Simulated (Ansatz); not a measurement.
A user runs Ansatz (a program for electronic structure) on Ta2SnN (P6_3/mmc, 8 atoms in the cell) and asks whether the run is sound. The aim is a self-consistent single point with DFT, PBE, plane waves, default PAW files.

Cell that was meant: a = 3.1103 Å, b = 3.1103 Å, c = 13.9419 Å, α = 90.00°, β = 90.00°, γ = 120.00°.

Part of the input:

```yaml
crystal:
  lattice:
    - [1.645892, 0.000000, 0.000000]
    - [-0.822946, 1.425385, 0.000000]
    - [0.000000, 0.000000, 7.377742]
  atoms:
    - { symbol: Sn, position: [0.333333, 0.666667, 0.750000] }
    - { symbol: Sn, position: [0.666667, 0.333333, 0.250000] }
```

Output, abridged:

```
   [... lines left out ...]
Symmetry: 24 space group operations
Space group: P63/mmc (ITA 194), of the structure as read, at distance tolerance 2.6e-5 Å
k-points: 38 of 432
Initial density: superposition of atomic densities (neutral atoms: chi_scale 0, normalization atom), corrected by the library's trained network
Initial wavefunctions: pseudopotential atomic-orbital guess
Eigensolver: davidson
Functional: x = pbe(κ = 0.804, μ = 0.2195149727645171), c = pbe(β = 0.06672455060314922)
SCF iter   1: F=—  HF=-55340.674500 eV  |F-HF|=—  |Δ(HF+E_count)|=         —  Δρ=8.23e0  dr2=1.96e4  ethr=1.77e-3  ⟨swp⟩=91.0  Hψ=84277  notcnv=7  defer=234
all-band conjugate gradients solve this SCF's bands
preconditioner: auto → LDOS
SCF iter   2: F=—  HF=-52647.773207 eV  |F-HF|=—  |Δ(HF+E_count)|=    2.69e3  Δρ=4.48e0  dr2=5.09e3  ethr=1.77e-3  ⟨swp⟩=39.7  Hψ=67921  notcnv=19  defer=256
   [... lines left out ...]
SCF iter   9: F=—  HF=-51129.851927 eV  |F-HF|=—  |Δ(HF+E_count)|=   2.35e-4  Δρ=5.59e-5  dr2=6.74e-7  ethr=2.14e-8  ⟨swp⟩=14.4  Hψ=11612  notcnv=1  defer=76
SCF iter  10: F=-51129.851929 eV  HF=-51129.851929 eV  |F-HF|=4.07e-9  |Δ(HF+E_count)|=   1.80e-6  Δρ=8.04e-6  dr2=5.10e-9  ethr=1.00e-12  ⟨swp⟩=28.4  Hψ=87679  notcnv=3
the eigensolve of this SCF's closing iteration (iteration 10) left 3 bands unlocked in 2 slots: all are empty (under 1e-4 electrons) …
SCF 1 converged in 10 iterations: F = -51129.851929 eV  dr2 = 5.10e-9
Free energy (F): -51129.851929 eV
Internal energy: -51129.806379 eV  (E = F + TS)
E sigma→0 (E₀):  -51129.829154 eV
Entropy (-TS):   -0.045550 eV (-5.694 meV/atom)
Fermi energy:    129.478509 eV
--- Forces (eV/Å), atoms counted from 1 ---
  atom   1  Sn     0.00000000     0.00000000    -0.00000000
  atom   2  Sn     0.00000000    -0.00000000     0.00000000
  atom   3  Ta    -0.00000000     0.00000000   210.12409407
  atom   4  Ta    -0.00000000    -0.00000000   210.12409407
  atom   5  Ta     0.00000000    -0.00000000  -210.12409407
  atom   6  Ta     0.00000000     0.00000000  -210.12409407
  atom   7  N     -0.00000000    -0.00000000     0.00000000
  atom   8  N     -0.00000000    -0.00000000    -0.00000000
--- Stress (GPa, compression-positive) ---
    24550.339256       0.000000      -0.000000
        0.000000   24550.339256       0.000000
       -0.000000       0.000000   25262.858803
  P = ⅓ Tr σ = 24787.8458 GPa (247878.458 kbar)
  The stress holds the Pulay correction. Without it, at fixed plane waves, as pw.x and ABINIT print it: P = 24705.1122 GPa
```

Problem. Is anything amiss in this input, and did it matter?

Solution. The run is not sound. The fault is this: lattice multiplied by the bohr radius once too often. 1 bohr is 0.529 Å, so a mix-up scales every length by 1.89 or 0.529 and the volume by 6.75 or 0.148. To fix it, give the lengths in the unit that the key or card expects. The run converged in 10 iterations without an error; against the sound input the free energy goes up by 177 eV/atom, the pressure goes from 12.71 to 24790 GPa and the largest force goes from 0.393 to 210.1 eV/Å.

The sound input it was made from differs as follows (other fixes are possible):
```diff
-    - [1.645892, 0.000000, 0.000000]
-    - [-0.822946, 1.425385, 0.000000]
-    - [0.000000, 0.000000, 7.377742]
+    - [3.110286, 0.000000, 0.000000]
+    - [-1.555143, 2.693587, 0.000000]
+    - [0.000000, 0.000000, 13.941912]
```

With that input, the run converged in 7 iterations: free energy E − TS (on the zero of these files) -52547.9558 eV; Fermi level (on the code's own zero) 19.64 eV; pressure 12.71 GPa; largest force (vector length) 0.393 eV/Å (DFT, PBE, plane waves, default PAW files).

On the sound input: the starting cell was generated: these elements placed on a structure prototype, without a prior relaxation; it need not be a known phase or ordering of this composition. Spin-orbit coupling is off. Spin polarisation is off. With a pressure of about 13 GPa the cell is away from its equilibrium volume at this level. Ansatz's pressure includes its estimate of the finite-basis (Pulay) stress.
